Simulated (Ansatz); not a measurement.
The starting structures come from a database of crystals and need not be the phases stable at ambient conditions.

```
CELL_PARAMETERS angstrom
      4.21102     0.00000     0.00000
      0.00000    10.47213     0.00000
      0.00000     0.00000     7.76443
ATOMIC_POSITIONS crystal
  H  0.75000 0.39008 0.30562
  H  0.25000 0.60992 0.69438
  H  0.25000 0.89008 0.19438
  H  0.75000 0.10992 0.80562
  Pb 0.75000 0.08196 0.18571
  Pb 0.25000 0.91804 0.81429
  Pb 0.25000 0.58196 0.31429
  Pb 0.75000 0.41804 0.68571
  I  0.25000 0.32165 0.04822
  I  0.75000 0.67835 0.95178
  I  0.75000 0.82165 0.45178
  I  0.25000 0.17835 0.54822
  O  0.75000 0.46478 0.38089
  O  0.25000 0.53522 0.61911
  O  0.25000 0.96478 0.11911
  O  0.75000 0.03522 0.88089
```

Space group of this cell: Pnma. The cell was relaxed by PBE-D3(BJ); by PBEsol its mean pressure is -0.9 GPa.

Transport runs along the normal of the first two printed cell vectors.

No gap correction and no spin-orbit coupling; mid-gap values are interpolated between computed energies.

Question: Give the band gap and the smallest decay constant κ at mid-gap that PBEsol (Ansatz, a first-principles code) yields.

Answer: Gap 2.79 eV on a 8×4×4 mesh; κ = 0.261 1/Å, at (0.375, 0.000) of the in-plane reciprocal vectors. At the zone centre, at the nearest computed energy, the slowest state has κ = 0.30 1/Å.
